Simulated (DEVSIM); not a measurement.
Device: p-channel Ge fully depleted SOI MOSFET with Al2O3, at 300 K.

```
Quantity                                                     Result
-----------------------  ------------------------------------------
Gate length                                                  100 nm
Source drain length                                           80 nm
Dielectric thickness                                         8.1 nm
Lateral straggle                                             5.3 nm
Underlap                                                       0 nm
Body thickness                                              29.2 nm
Buried oxide                                                  10 nm
Gate work function                                           4.4 eV
Source and drain doping  4.8e19 cm⁻³, Gaussian tails under the gate
Body doping                                               2e15 cm⁻³
Lifetime                                                     2e-8 s
Supply                                                          1 V
Back work function                                          3.79 eV
```

All mobilities are scaled by 0.2; velocity saturation, μ/(1 + (μE/vsat)^b)^(1/b) with b = 2 for electrons and 1 for holes and E the electric field along each mesh edge, is on. Mobility is constant in doping.

This is a model device: material constants are rounded textbook-type values typed into the input, and sizes, dopings and lifetimes were drawn at random. Values at 300 K.

Ge: gap (eV) 0.664, affinity (eV) 4, permittivity 16, Nc (cm⁻³) 1.04e19, Nv (cm⁻³) 6e18, μn (cm²/Vs) 3900, μp (cm²/Vs) 1900, vsat,n (cm/s) 6.5e6, vsat,p (cm/s) 6e6. Al2O3: gap (eV) 6.8, affinity (eV) 1.35, permittivity 9. SiO2: gap (eV) 9, affinity (eV) 0.9, permittivity 3.9.

DEVSIM, 2D drift-diffusion, Boltzmann statistics, complete ionisation; no quantum confinement, tunnelling, impact ionisation, self-heating, contact resistance or fringe fields beside the gate. Metal contacts follow the ideal Schottky-Mott rule: no Fermi-level pinning, no interface dipoles.

Transfer curves, |Id| in μA/μm:

| Vg (V) | Vd = -0.05 V | Vd = -1 V |
|---|---|---|
| 0.3 | 9.543e-6 | 0.0004694 |
| 0.25 | 2.411e-5 | 0.001111 |
| 0.2 | 6.392e-5 | 0.002696 |
| 0.15 | 0.0001757 | 0.006687 |
| 0.1 | 0.0004979 | 0.01693 |
| 0.05 | 0.001447 | 0.04366 |
| 0 | 0.004295 | 0.1143 |
| -0.05 | 0.01296 | 0.3012 |
| -0.1 | 0.03943 | 0.7889 |
| -0.15 | 0.1198 | 2.001 |
| -0.2 | 0.3559 | 4.540 |
| -0.25 | 0.9955 | 9.175 |
| -0.3 | 2.468 | 16.52 |
| -0.35 | 5.218 | 26.33 |
| -0.4 | 9.332 | 38.10 |
| -0.45 | 14.42 | 51.62 |
| -0.5 | 20.17 | 66.28 |
| -0.55 | 26.27 | 81.95 |
| -0.6 | 32.58 | 98.52 |
| -0.65 | 39.00 | 115.8 |
| -0.7 | 45.52 | 133.8 |
| -0.75 | 52.07 | 152.2 |
| -0.8 | 58.62 | 171.1 |
| -0.85 | 65.20 | 190.4 |
| -0.9 | 71.79 | 210.0 |
| -0.95 | 78.38 | 230.0 |
| -1 | 84.97 | 250.3 |

Work out the subthreshold swing at low drain bias from the rows at -0.05 and -0.1 V, and compare it with the thermal limit.

log10(0.03943/0.01296) = 0.483 over 50.0 mV, so S = 103 mV/decade. The limit kT/q ln 10 is 59.5 mV/decade; the ratio is 1.74. This is the steepest step of the table.

Find both thresholds at the constant current 0.1 μA × (1 μm/L) a micrometre, and the DIBL.

The current is 1.00 μA/μm. Interpolating ln Id gives -0.250 V and -0.113 V; their difference over the 0.95 V of drain bias is 140 mV/V.

Give the natural length λ = √(ε_body t_body t_ox / (ε_ox)) and the gate length in units of it.

λ = 20.5 nm and L/λ = 4.9. The formula is that for thin layers, and L is the gate's length, not the shorter one between the doping tails.

Source and drain are degenerate, where Boltzmann statistics are only rough. The electric field that drives the saturation includes the junctions' built-in field, which lowers the mobility there even at small currents: subthreshold currents come out too low, a known weakness of this choice.
